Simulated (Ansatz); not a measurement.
The starting structures come from a database of crystals and need not be the phases stable at ambient conditions.

# Evanescent states of Cd(InSe₂)₂ (P-42m, not sure to be the ambient phase, 7 atoms a cell, 29.4 Å³ an atom) along the normal of (111)

Method: PBEsol (plane waves, PAW; Ansatz, an electronic-structure program).

The gap is the functional's own. No spin-orbit coupling. Mid-gap values are interpolated on the energy grid.

Energies count from the valence-band top; κ is the least over a 4×4 mesh across the current.

```json
[
 {"E (eV)": "0.03", "κ (1/Å)": "0.035", "where": "Γ"},
 {"E (eV)": "0.09", "κ (1/Å)": "0.053", "where": "Γ"},
 {"E (eV)": "0.15", "κ (1/Å)": "0.063", "where": "Γ"},
 {"E (eV)": "0.21", "κ (1/Å)": "0.070", "where": "Γ"},
 {"E (eV)": "0.27", "κ (1/Å)": "0.074", "where": "Γ"},
 {"E (eV)": "0.33", "κ (1/Å)": "0.077", "where": "Γ"},
 {"E (eV)": "0.39", "κ (1/Å)": "0.078", "where": "Γ"},
 {"E (eV)": "0.45", "κ (1/Å)": "0.078", "where": "Γ"},
 {"E (eV)": "0.51", "κ (1/Å)": "0.076", "where": "Γ"},
 {"E (eV)": "0.57", "κ (1/Å)": "0.073", "where": "Γ"},
 {"E (eV)": "0.63", "κ (1/Å)": "0.067", "where": "Γ"},
 {"E (eV)": "0.69", "κ (1/Å)": "0.059", "where": "Γ"},
 {"E (eV)": "0.75", "κ (1/Å)": "0.048", "where": "Γ"},
 {"E (eV)": "0.81", "κ (1/Å)": "0.028", "where": "Γ"}
]
```

Task: How thick must the barrier be to attenuate the transmission by 10^6 when the electrodes' Fermi level lies at 0.63 eV, and what attenuation does that film give at 0.27 eV?

Result: d = 6 ln 10 / (2 × 0.067) = 103.1 Å. At 0.27 eV it gives 6 × 0.074/0.067 = 6.6 decades.
